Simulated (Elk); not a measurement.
Elk run on NbAs (I4_1md, 4 atoms in the cell): self-consistent single point.

Level of theory: LDA (PW92), all-electron FP-LAPW, Elk's shipped species files, default APW+lo basis in Elk.

```xyz
4
Lattice="-1.7085 1.7085 5.8206 1.7085 -1.7085 5.8206 1.7085 1.7085 -5.8206" Properties=species:S:1:pos:R:3 pbc="T T T"
Nb     0.0000     0.0000     8.7276
Nb     1.7085     0.0000     5.8173
As     0.0000     0.0000     1.9473
As     0.0000     1.7085     4.8576
```

Reference input (self-consistent single point, DFT, PBE, all-electron FP-LAPW, Elk's shipped species files, default APW+lo basis): xctype = 20; stype = 0; swidth = 0.00367493 Ha; ngridk = 8 8 8; rmtscf = 0.92; maxscl = 100. This run's input differs from it in these lines:

```diff
@@ -2,5 +2,2 @@
   0
-
-xctype
-  20
```

The program printed (abridged):

```
│ Self-consistent loop started │
│ Loop number : 1 │
 total energy                :     -12150.5926899
│ Loop number : 2 │
 total energy                :     -12150.8061193
RMS change in Kohn-Sham potential (target) :   0.1936770491     (  0.1000000000E-05)
Absolute change in total energy (target)   :   0.2134293940     (  0.1000000000E-03)
│ Loop number : 3 │
 total energy                :     -12152.1383417
RMS change in Kohn-Sham potential (target) :   0.1522748364     (  0.1000000000E-05)
Absolute change in total energy (target)   :    1.385579703     (  0.1000000000E-03)
│ Loop number : 4 │
   [... lines left out ...]
Absolute change in total energy (target)   :   0.6956773541E-03 (  0.1000000000E-03)
│ Loop number : 13 │
 total energy                :     -12149.1356328
RMS change in Kohn-Sham potential (target) :   0.2374213580E-05 (  0.1000000000E-05)
Absolute change in total energy (target)   :   0.7156759966E-04 (  0.1000000000E-03)
│ Loop number : 14 │
 total energy                :     -12149.1357458
RMS change in Kohn-Sham potential (target) :   0.1448085441E-06 (  0.1000000000E-05)
Absolute change in total energy (target)   :   0.9513456098E-04 (  0.1000000000E-03)
Convergence targets achieved

│ Loop number : 15 │

Energies :
 Fermi                       :     0.396446499528
 total energy                :     -12149.1357713

Density of states at Fermi energy :    29.04782308
 (states/Hartree/unit cell)

Estimated indirect band gap :   0.8442823573E-03
 from k-point     68 to k-point     74
Estimated direct band gap   :   0.2619786916E-02
 at k-point     51

Charges :
 core                        :    92.00000000
 valence                     :    56.00000000
 interstitial                :    8.258841020
 muffin-tins (core leakage)
  species :    1 (Nb)
   atom    1                 :    38.68571611     (  0.4524501161E-05)
   atom    2                 :    38.68571611     (  0.4524501161E-05)
  species :    2 (As)
   atom    1                 :    31.18486338     (  0.4807518911E-03)
   atom    2                 :    31.18486338     (  0.4807518911E-03)
 total in muffin-tins        :    139.7411590
 total calculated charge     :    147.9917452
 total charge                :    148.0000000
 error                       :   0.8254786332E-02

│ Self-consistent loop stopped │
```

The run converged in 15 iterations. The count includes the last loop, which Elk runs after its targets are met. 

The starting cell comes from a database of computed structures (which also holds hypothetical and non-ambient phases and stackings), without a prior relaxation at this level. Its lattice was rescaled by a random factor within 2.5 % of one. Spin polarisation is off. Values depend on the basis (sphere radii, cutoffs, local orbitals), which need not be converged. The log's line on a gap gives a spacing of levels on this mesh, which the program prints for metals too.

Cost on one core of a shared machine: roughly 2 min.
